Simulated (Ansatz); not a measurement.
# SnSe (model structure, started from the zincblende type, F-43m, No. 216, 2 atoms in the cell)

Calculation: PBE in Ansatz (PAW).

Settings: plane-wave cutoff 520 eV, 16×16×16 k mesh, Fermi–Dirac smearing 0.05 eV, scalar-relativistic PAW data made under PBE.

Cell (relaxed at this level):

```
CELL_PARAMETERS angstrom
      0.00000     3.38890     3.38890
      3.38890     0.00000     3.38890
      3.38890     3.38890     0.00000
ATOMIC_POSITIONS crystal
  Se 0.75000 0.75000 0.75000
  Sn 0.00000 0.00000 0.00000
```

- band gap: 0.05 eV (under three smearing widths, so not firm)
- Γ–Γ gap: 3.71 eV
- bulk modulus B0: 30.5 GPa

Note: the bulk modulus is −V dP/dV from two relaxed cells at ±2 % in volume; the relaxation could raise the start's symmetry but not lower it, so the cell can be a saddle point.

Spin–orbit coupling is not included; it can close the smallest gap of 0.05 eV.

Cost on a shared machine: very roughly 110 core-seconds.

A model structure was made by putting elements into a prototype or built by hand; it is no filed structure, need not be a known phase, and can be a saddle point held by its symmetry.

Ansatz is a program for electronic structure.
